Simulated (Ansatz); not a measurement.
TiAl₃ (I4/mmm, No. 139) was calculated with revPBE in Ansatz (plane waves, PAW).

Numerical settings: plane-wave cutoff 520 eV, 20×20×20 k mesh, Fermi–Dirac smearing 0.05 eV, no spin polarisation, scalar-relativistic PAW data made under PBE.

Cell (relaxed at this level):

```cif
data_Al6Ti2
_chemical_formula_sum 'Ti2 Al6'
_space_group_name_H-M_alt 'I4/mmm'
_space_group_IT_number 139
_space_group_name_Hall '-I 4 2'
_cell_length_a 3.86766
_cell_length_b 3.86766
_cell_length_c 8.66247
_cell_angle_alpha 90.000
_cell_angle_beta 90.000
_cell_angle_gamma 90.000
loop_
_atom_site_label
_atom_site_type_symbol
_atom_site_symmetry_multiplicity
_atom_site_Wyckoff_symbol
_atom_site_fract_x
_atom_site_fract_y
_atom_site_fract_z
_atom_site_occupancy
Ti1 Ti 2 a 0.00000 0.00000 0.00000 1
Al1 Al 2 b 0.00000 0.00000 0.50000 1
Al2 Al 4 d 0.00000 0.50000 0.25000 1
```
(The calculation used a cell of 4 atoms; values per cell refer to that cell.)

**Question.** Predict the bulk modulus and pressure derivative B′ of the bulk modulus.

**Answer.** 
- bulk modulus = 102 GPa
- pressure derivative B′ of the bulk modulus = 4.1

The run finds no gap.

Note: the bulk modulus comes from volumes at which shape and atoms were relaxed.

It cost roughly 21 core-minutes of CPU time.

Ansatz is an electronic-structure program.
